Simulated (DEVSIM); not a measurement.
Structure: Ge n-p junction from an implanted or diffused profile, at 250 K.

```
layer (left to right)  material  thickness (μm)  Na (cm⁻³)  τn (s)  τp (s)
---------------------  --------  --------------  ---------  ------  ------
1                            Ge            7.90     6.1e15  3.6e-7  3.6e-7
```

Added donor profile: 5.5e17 cm⁻³ × exp(−(x − 0 μm)²/(2·(0.055 μm)²)). Left contact: ohmic. Right contact: ohmic. Voltage is applied to the left contact. Recombination: SRH at mid-gap, radiative, Auger. Mobility is constant in doping.

Constants are typed, rounded textbook-type inputs, not results; the design itself was drawn at random and stands for no fabricated device. Values at 300 K; Nc and Nv go as T^1.5, mobilities as T to minus their exponent, the gap by Varshni's rule with the affinity fixed.

```tsv
parameter	Ge
gap (eV)	0.664
affinity (eV)	4
permittivity	16
Nc (cm⁻³)	1.04e19
Nv (cm⁻³)	6e18
μn (cm²/Vs)	3900
μp (cm²/Vs)	1900
T exponent of μn	1.66
T exponent of μp	2.33
B (cm³/s)	6.4e-14
Cn (cm⁶/s)	1e-31
Cp (cm⁶/s)	1e-31
Varshni α (eV/K)	0.000477
Varshni β (K)	235
```

Model (solved in DEVSIM): 1D drift-diffusion, Boltzmann statistics, complete ionisation; no tunnelling, impact ionisation, image-force lowering or self-heating.

Task: Tabulate band edges, carrier densities and field at zero bias.

Result: Energies count from the Fermi level of the right contact; mesh points crowd at the junctions.

| x (μm) | Ec (eV) | Ev (eV) | n (cm⁻³) | p (cm⁻³) | field (V/cm) |
|---|---|---|---|---|---|
| 0.000 | 0.058 | -0.625 | 5.4e17 | 1100000 | 430 |
| 0.01792 | 0.059 | -0.624 | 5.1e17 | 1200000 | 1300 |
| 0.03907 | 0.064 | -0.619 | 4.1e17 | 1500000 | 2900 |
| 0.06746 | 0.075 | -0.608 | 2.4e17 | 2500000 | 5300 |
| 0.1089 | 0.109 | -0.574 | 5.0e16 | 1.2e7 | 12000 |
| 0.1441 | 0.166 | -0.517 | 3.6e15 | 1.7e8 | 19000 |
| 0.1782 | 0.232 | -0.450 | 1.6e14 | 3.8e9 | 19000 |
| 0.2222 | 0.313 | -0.370 | 3.9e12 | 1.6e11 | 17000 |
| 0.2569 | 0.367 | -0.316 | 3.2e11 | 2.0e12 | 14000 |
| 0.3108 | 0.435 | -0.248 | 1.4e10 | 4.6e13 | 11000 |
| 0.4230 | 0.515 | -0.168 | 3.3e8 | 1.9e15 | 3800 |
| 0.7541 | 0.540 | -0.143 | 1.0e8 | 6.1e15 | 15 |
| 1.259 | 0.540 | -0.143 | 1.0e8 | 6.1e15 | ≈ 0 |
| 2.310 | 0.540 | -0.143 | 1.0e8 | 6.1e15 | ≈ 0 |
| 4.933 | 0.540 | -0.143 | 1.0e8 | 6.1e15 | ≈ 0 |
| 6.296 | 0.540 | -0.143 | 1.0e8 | 6.1e15 | ≈ 0 |
| 7.074 | 0.540 | -0.143 | 1.0e8 | 6.1e15 | ≈ 0 |
| 7.461 | 0.540 | -0.143 | 1.0e8 | 6.1e15 | ≈ 0 |
| 7.727 | 0.540 | -0.143 | 1.0e8 | 6.1e15 | ≈ 0 |
| 7.821 | 0.540 | -0.143 | 1.0e8 | 6.1e15 | ≈ 0 |
| 7.868 | 0.540 | -0.143 | 1.0e8 | 6.1e15 | ≈ 0 |
| 7.900 | 0.540 | -0.143 | 1.0e8 | 6.1e15 | ≈ 0 |
